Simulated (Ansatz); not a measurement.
Where the default PAW files enter, the runs use the earlier of Ansatz's two default sets.

The decay constant κ of evanescent states in the gap governs leakage through a thin film.

Input:

```
CELL_PARAMETERS angstrom
      4.16884     0.00000     0.00000
     -2.08442     3.61032     0.00000
      0.00000     0.00000     6.57623
ATOMIC_POSITIONS crystal
  Cd 0.66667 0.33333 0.50022
  Cd 0.33333 0.66667 0.00022
  S  0.66667 0.33333 0.87678
  S  0.33333 0.66667 0.37678
```

Space group of this cell: P6_3mc, wurtzite. The cell is strained (lengths along the current scaled by 0.97, ions clamped); by r2SCAN its mean pressure is 1.8 GPa.

Transport runs along the normal of the first two printed cell vectors, the (001) (indices of the unstrained crystal) plane of the conventional cell.

The gap is the functional's own, uncorrected, and κ follows it; spin-orbit coupling is left out. Mid-gap values are interpolated between the computed energies.

### Question
State the band gap and the smallest decay constant κ at mid-gap according to r2SCAN in Ansatz (a quantum-chemistry and plane-wave program).

### Answer
Gap 1.70 eV on a 12×12×6 mesh; κ = 0.130 1/Å, at the zone centre.
